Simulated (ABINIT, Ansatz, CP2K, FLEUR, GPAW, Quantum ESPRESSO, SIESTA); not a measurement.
## Code comparison for Ti3Al5 (Pmmm, 8 atoms in the cell)

Self-consistent single point.

```yaml
crystal:
  lattice:
    - [3.91154, 0.00000, 0.00000]
    - [0.00000, 4.02478, 0.00000]
    - [0.00000, 0.00000, 8.10511]
  atoms:
    - { symbol: Ti, position: [0.00000, 0.50000, 0.26507] }
    - { symbol: Ti, position: [0.00000, 0.50000, 0.73493] }
    - { symbol: Ti, position: [0.50000, 0.50000, 0.00000] }
    - { symbol: Al, position: [0.00000, 0.00000, 0.00000] }
    - { symbol: Al, position: [0.00000, 0.00000, 0.50000] }
    - { symbol: Al, position: [0.50000, 0.50000, 0.50000] }
    - { symbol: Al, position: [0.50000, 0.00000, 0.24223] }
    - { symbol: Al, position: [0.50000, 0.00000, 0.75777] }
```

All programs got the same cell, k-point mesh and kind of occupations (in Ansatz's words: kpoints.mp_grid.grid = 6 6 3; scf.occupations.method = fermi_dirac; scf.occupations.width = 0.1 eV); potentials, basis and cutoffs are each program's usual ones.

| code | model | pressure (GPa) | largest force (eV/Å) | k-points | cutoff |
|---|---|---|---|---|---|
| SIESTA | GGA PBEsol, numerical atomic orbitals DZP, PseudoDojo PBEsol standard norm-conserving potentials (rewritten from UPF to PSML) | -3.37 | 0.093 | 60 | grid 350 Ry |
| GPAW | PBEsol, GPAW PAW datasets PBEsol (made by gpaw-setup) | -1.78 | 0.045 | 32 | 850 eV |
| Ansatz | PBEsol, PAW files made with PBE | -2.15 | 0.051 | 32 | default |
| Quantum ESPRESSO | PBEsol, SSSP 1.1.2 efficiency (PBE) pseudopotentials | -1.96 | 0.049 | 32 | 50 Ry |
| CP2K | PBEsol, GPW, DZVP-MOLOPT-SR-GTH basis, GTH-PBE potentials (GTH_POTENTIALS) | -1.00 | 0.056 | 56 | grid 600 Ry |
| ABINIT | PBEsol, norm-conserving pseudopotentials (PseudoDojo nc-sr-04 PBEsol standard) | -2.17 | 0.042 | 32 | 1143 eV |
| FLEUR | PBEsol, all-electron FLAPW (FLEUR), scalar-relativistic valence | – | 0.049 | 32 | Kmax 4.2 1/bohr |

Size of the force on each atom (eV/Å): Sizes of forces hide their directions.

| code | Ti1 | Ti2 | Ti3 | Al4 | Al5 | Al6 | Al7 | Al8 |
|---|---|---|---|---|---|---|---|---|
| SIESTA | 0.093 | 0.093 | 0.000 | 0.000 | 0.000 | 0.000 | 0.024 | 0.024 |
| GPAW | 0.045 | 0.045 | 0.000 | 0.000 | 0.000 | 0.000 | 0.044 | 0.044 |
| Ansatz | 0.041 | 0.041 | 0.000 | 0.000 | 0.000 | 0.000 | 0.051 | 0.051 |
| Quantum ESPRESSO | 0.047 | 0.047 | 0.000 | 0.000 | 0.000 | 0.000 | 0.049 | 0.049 |
| CP2K | 0.056 | 0.056 | 0.000 | 0.000 | 0.000 | 0.000 | 0.032 | 0.032 |
| ABINIT | 0.041 | 0.041 | 0.000 | 0.000 | 0.000 | 0.000 | 0.042 | 0.042 |
| FLEUR | 0.022 | 0.022 | 0.000 | 0.000 | 0.000 | 0.000 | 0.049 | 0.049 |

A dash marks a value that a program does not give, or that is left out as unsure.

The spread over the programs that give each value: pressure within 2.37 GPa; largest force within 0.051 eV/Å.

The starting cell comes from a database of computed structures (which also holds hypothetical and non-ambient phases and stackings), without a prior relaxation at this level. Its lattice was rescaled by a random factor within 2.5 % of one. On Ansatz's run: Spin polarisation is off.

Q: Why do the programs differ, and what cannot be compared?

A: Differences of this kind can come from the potentials, where these differ, and from what each basis and cutoff leave unconverged. The zero of total energies and Fermi levels follows the potentials and each program's conventions, so they are not compared here. SIESTA and CP2K use small atom-centred bases, whose incompleteness enters pressures, forces and empty levels differently from a plane-wave cutoff. FLEUR treats all electrons, but the usual bases taken here (sphere radii, linearisation, local orbitals, empty states) were not tested for convergence, so the values are no reference for the others. Ansatz's pressure is given at a fixed set of plane waves, as the other plane-wave codes print theirs. The programs reduce the same mesh by symmetry to different extents, which changes the work and not the result. In the pressure, SIESTA (by 1.32) and CP2K (by 1.06) lie more than 1 GPa from the median of the plane-wave programs.

Ansatz is a quantum-chemistry and plane-wave program.

Keys are those of Ansatz 0.2.
